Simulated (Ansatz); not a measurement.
## Mo, response to strain

The parent structure is Mo in the bcc (W type) structure (space group Im-3m, No. 229; a = 3.112 Å; relaxed with 0.1 eV smearing).

Strains are applied to the cell and any free atomic positions relax.

Level of theory: LDA (Ansatz, a program for electronic structure, PAW, without spin-orbit coupling).

```
isotropic strain (%)  pressure (GPa)
--------------------  --------------
-3                              32.2
-2                              20.1
-1.5                            14.5
-1                               9.4
-0.5                               ?
0                                0.0
0.5                             -4.2
1.5                            -11.9
2                              -15.3
```

Task: Fit P = P₀ − Bδ + Cδ² with δ = (1 + ε)³ − 1 to the rows shown and predict the withheld row.

Result: Least squares on the printed values gives P₀ = -0.1 GPa, B = 297 GPa, C = 818 GPa (largest residual 0.2 GPa); this predicts 4.5 GPa, and the run gives 4.5 GPa, in agreement.

No phonon test of stability was made. The final runs are not spin-polarised.
